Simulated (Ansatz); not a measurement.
A set of related cells and their Bader charge of Cl.

Cell A: a slab of Ru (hcp, P6₃/mmc) cut along (0001), 33 atoms, hexagonal cell of 5.44 Å (25.7 Å²), symmetry P3m1 within 0.02 Å, 16.8 Å thick under 16 Å of vacuum, in-plane vectors held at the crystal's; planes from bottom to top: Ru4 × 8 | Cl, its two faces unlike (dipole correction applied); added, foreign or displaced atoms, above the top plane: Cl bound to 3 Ru at 2.50 Å; spin state with PBE: run without spin, k-point mesh 8×8×1.
```xyz
33
Lattice="5.4436 0.0000 0.0000 2.7218 4.7143 0.0000 0.0000 0.0000 32.9292" Properties=species:S:1:pos:R:3 pbc="T T T"
Ru     5.4432     1.5717     8.1089
Ru     2.7222     1.5717     8.1089
Ru     6.8045     3.9286     8.1084
Ru     4.0827     3.9281     8.1089
Ru     0.0000     0.0000    10.1706
Ru     2.7218     0.0000    10.1706
Ru     1.3609     2.3571    10.1706
Ru     4.0827     2.3571    10.1723
Ru     5.4432     1.5717    12.3251
Ru     2.7222     1.5717    12.3251
Ru     6.8045     3.9286    12.3278
Ru     4.0827     3.9281    12.3251
Ru     0.0008     0.0005    14.4700
Ru     2.7210     0.0005    14.4700
Ru     1.3609     2.3562    14.4700
Ru     4.0827     2.3571    14.4749
Ru     5.4447     1.5708    16.6160
Ru     2.7207     1.5708    16.6160
Ru     6.8045     3.9286    16.6164
Ru     4.0827     3.9298    16.6160
Ru    -0.0042    -0.0024    18.7559
Ru     2.7260    -0.0024    18.7559
Ru     1.3609     2.3620    18.7559
Ru     4.0827     2.3571    18.7639
Ru     5.4379     1.5747    20.9143
Ru     2.7275     1.5747    20.9143
Ru     6.8045     3.9286    20.9432
Ru     4.0827     3.9219    20.9143
Ru     0.0199     0.0115    22.9815
Ru     2.7019     0.0115    22.9815
Ru     1.3609     2.3342    22.9815
Ru     4.0827     2.3571    22.9549
Cl     1.3609     0.7857    24.9436
```

Cell B: a slab of Ru (hcp, P6₃/mmc) cut along (0001), 25 atoms, hexagonal cell of 4.71 Å (19.2 Å²), symmetry P31m within 0.02 Å, 16.8 Å thick under 16 Å of vacuum, in-plane vectors held at the crystal's; planes from bottom to top: Ru3 × 8 | Cl, its two faces unlike (dipole correction applied); added, foreign or displaced atoms, above the top plane: Cl bound to 3 Ru at 2.50 Å; spin state with PBE: run without spin, k-point mesh 11×11×1.
```
Ru24Cl
1.0
    4.71429     0.00000     0.00000
    2.35714     4.08269     0.00000
    0.00000     0.00000    32.92922
Ru Cl
24 1
Direct
  0.66661   0.33333   0.24598
  0.00000   0.00002   0.30863
  0.66665   0.33333   0.37404
  0.00000   0.00022   0.43951
  0.66685   0.33333   0.50455
  0.00000   0.99958   0.56997
  0.66600   0.33333   0.63557
  0.00000   0.00400   0.69799
  0.00000   0.66672   0.24598
  0.33331   0.33333   0.30863
  0.00000   0.66668   0.37404
  0.33312   0.33333   0.43951
  0.00000   0.66648   0.50455
  0.33375   0.33333   0.56997
  0.00000   0.66734   0.63557
  0.32933   0.33333   0.69799
  0.33339   0.99994   0.24598
  0.66669   0.66665   0.30863
  0.33335   0.99999   0.37404
  0.66688   0.66645   0.43951
  0.33315   0.00019   0.50455
  0.66625   0.66708   0.56997
  0.33400   0.99933   0.63557
  0.67067   0.66266   0.69799
  0.00000   0.33333   0.75730
```

Computed with Ansatz (plane waves, PAW), its PAW set soft_1, cutoff 420 eV. The structures are at rest with PBE, within the held lattices. Neutral cells; Fermi-Dirac smearing of at most 0.10 eV in the solids, energies taken to zero width. Larger cells are relaxed from a start prepared with the learned potential CHGNet, on a coarser mesh till forces fall under 0.03 eV/Å, which some starts already meet. No structure search was made; lower ones may exist. No Hubbard U is applied. No correction for cell size. A dispersion term ran beside these levels; it doesn't touch the electrons. Electrons of density maxima off the nuclei are shared among the atoms. Mean over the atoms, with the range where they differ; positive means electrons lost.

Q: Predict the Bader charge of Cl (e) of each cell with PBE.

A: 
```csv
cell,PBE
A,-0.46
B,-0.45
```

With PBE the value differs by no more than 0.01 e between the cells.

Ansatz is an electronic-structure program.
